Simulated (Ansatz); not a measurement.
Data:

```
W
1.0
   -1.58061     1.58061     1.58061
    1.58061    -1.58061     1.58061
    1.58061     1.58061    -1.58061
W
1
Direct
  0.00000   0.00000   0.00000
```

These are PBEsol with spin-orbit coupling, rigid bands (plane waves, PAW; Ansatz, a first-principles code) values and carry that method's errors. Condition of this run: hydrostatic pressure -2 GPa with spin-orbit coupling (the target of the relaxation). Cell: cell and atoms relaxed with PBEsol, then loaded as said.

### Question
Predict the product ρ₀λ of resistivity and mean free path that follows from the Fermi surface's area.

### Answer
9.6 ×10⁻¹⁶ Ω·m².

### Question
And the Drude plasma energy and the root-mean-square Fermi velocity at 300 K?

### Answer
7.0 eV; 8.8e5 m/s.

A metal at this level (no band gap); rigid bands, thermally averaged at 300 K, both spins. τ is one relaxation time for all states; the product of resistivity and mean free path takes one path for all states instead.
